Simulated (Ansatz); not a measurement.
**Gd2O3: pressure series**

Consider Gd2O3 (space group P-3m1, No. 164; a = 3.702 Å, c = 5.835 Å; ferromagnetic; a cell from a computed database, its experimental status unchecked).

Cell and atoms are relaxed at each pressure.

Method: DFT with PBEsol, PAW potentials and a 420 eV plane-wave cutoff in Ansatz (a quantum-chemistry and plane-wave program), no SOC, earlier PAW set.

Two rows of this table had their results exchanged by mistake.

```json
[
 {"pressure": "pressure −2 GPa", "volume per atom (Å³)": "13.08", "shortest distance (Å)": "2.200", "band gap": "3.08 eV"},
 {"pressure": "pressure −1 GPa", "volume per atom (Å³)": "13.95", "shortest distance (Å)": "2.230", "band gap": "2.96 eV"},
 {"pressure": "pressure 0.9 GPa", "volume per atom (Å³)": "13.76", "shortest distance (Å)": "2.224", "band gap": "2.99 eV"},
 {"pressure": "pressure 2.1 GPa", "volume per atom (Å³)": "13.65", "shortest distance (Å)": "2.220", "band gap": "3.00 eV"},
 {"pressure": "pressure 4.5 GPa", "volume per atom (Å³)": "13.44", "shortest distance (Å)": "2.212", "band gap": "3.03 eV"},
 {"pressure": "pressure 9 GPa", "volume per atom (Å³)": "14.06", "shortest distance (Å)": "2.234", "band gap": "2.94 eV"},
 {"pressure": "pressure 22.5 GPa", "volume per atom (Å³)": "12.21", "shortest distance (Å)": "2.171", "band gap": "3.05 eV"}
]
```

Task: Which two?

Result: The rows for pressure −2 GPa and pressure 9 GPa: the volume has to fall steadily with pressure, so 14.06 Å³ belongs to pressure −2 GPa and 13.08 Å³ to pressure 9 GPa.

Other magnetic orders, which the real material may have, were not ruled out. The state of the 4f shell was not checked for lower solutions. Load acts through the strain it causes; cell and atoms are relaxed under it. No phonon test of stability was made. Competing high-pressure phases were not computed. Where the two band edges lie in opposite spin channels, the gap is a spin-flip gap.
